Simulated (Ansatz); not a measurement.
Fluorite HfO₂ (high-temperature phase), treated with r²SCAN-D4 (PAW; Ansatz, a program for electronic structure).

Numerical settings: plane-wave cutoff 560 eV, 12×12×12 k mesh, Fermi–Dirac smearing 0.01 eV, scalar-relativistic PAW data made under PBE.

Properties against volume:

| V (Å³/atom) | P (GPa) | direct gap at Γ (eV) | smallest gap on the k mesh (eV) |
|---|---|---|---|
| 10.090 | 19.24 | 5.255 | 4.478 |
| 10.304 | 12.16 | 5.198 | 4.424 |
| 10.519 | 5.77 | 5.141 | 4.370 |
| 10.734 | 0.02 | 5.082 | 4.316 |
| 10.948 | -5.17 | 5.024 | 4.262 |
| 11.163 | -9.85 | 4.964 | 4.209 |
| 11.378 | -14.07 | 4.905 | 4.157 |

The fundamental gap (4.32 eV at the equilibrium volume, with added k points) lies elsewhere than Γ–Γ.

Note: symmetry holds this phase in the static calculation, where it need not be a minimum; held by symmetry at 0 K, a high-temperature phase can be a saddle point.

Spin–orbit coupling is not included.
